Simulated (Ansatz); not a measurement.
The reference is MgS in the rock salt structure (space group Fm-3m, No. 225).

Space group Fm-3m (No. 225); a = 5.203 Å, b = 5.203 Å, c = 5.203 Å, α = 90.00°, β = 90.00°, γ = 90.00°

```csv
atom,site,symmetry,x,y,z
Mg,4a,m-3m,0.0000,0.0000,0.0000
S,4b,m-3m,0.5000,0.5000,0.5000
```
(The calculation used a cell of 2 atoms; values per cell refer to that cell.)

Computed with Ansatz (an electronic-structure program), r2SCAN, PAW, cutoff 500 eV, without spin-orbit coupling.

Strains are applied to the cell and any free atomic positions relax.

One change was made to it. Results:

| quantity | base | after |
|---|---|---|
| energy relative to the base (free energy F) | 0 meV/atom | +4.1 meV/atom |
| hole mass (degenerate bands, along [100]) | 0.28, 0.93, 0.93 mₑ (at Γ) | 0.28, 0.90, 0.90 mₑ (at Γ) |
| mean gap deformation potential ΔEg/Δln V | – | -2.1 eV |

Name the change that was made.
A) isotropic strain −3.00 %
B) isotropic strain −1.50 %
C) isotropic strain −2.50 %
D) isotropic strain −1.00 %

D, isotropic strain −1.00 %. For comparison, the energy relative to the base in the other runs: isotropic strain −3.00 % gives +39 meV/atom; isotropic strain −1.50 % gives +9.3 meV/atom; isotropic strain −2.50 % gives +27 meV/atom.

Masses are band curvatures over ±0.01 Å⁻¹ around the edge. Stability against distortions was not tested.
